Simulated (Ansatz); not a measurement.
A computed series for ZnS: response to strain

Take ZnS in the zinc blende structure (space group F-43m, No. 216; a = 5.2968 Å) as the base. Axes: x, y, z lie along the cube axes.

Strains are applied to the cell and any free atomic positions relax.

Level of theory: Ansatz (a quantum-chemistry and plane-wave program), LDA, PAW, cutoff 420 eV, no spin-orbit coupling.

Notes on the quantities. energy relative to the base: free energy F; pressure: mean of the normal stresses, compression positive.

| case | band gap | energy relative to the base | volume per atom | pressure |
|---|---|---|---|---|
| base | 2.13 eV | 0 meV/atom | 18.58 Å³ | -0.01 GPa |
| tensor shear ε_xy = +0.57 % | 2.09 eV | +0.4 meV/atom | 18.58 Å³ | -0.01 GPa |
| tensor shear ε_xy = +0.86 % | 2.07 eV | +0.9 meV/atom | 18.57 Å³ | -0.01 GPa |
| tensor shear ε_xy = +0.29 % | 2.11 eV | +0.1 meV/atom | 18.58 Å³ | -0.01 GPa |
| tensor shear ε_xy = +1.43 % | 2.03 eV | +2.5 meV/atom | 18.57 Å³ | 0.00 GPa |
| tensor shear ε_xy = +1.71 % | 2.01 eV | +3.5 meV/atom | 18.57 Å³ | 0.00 GPa |
| tensor shear ε_xy = +1.14 % | 2.05 eV | +1.6 meV/atom | 18.57 Å³ | 0.00 GPa |
| tensor shear ε_xy = +2.00 % | 1.98 eV | +4.8 meV/atom | 18.57 Å³ | 0.00 GPa |

Whether these cells are dynamically stable was not tested.
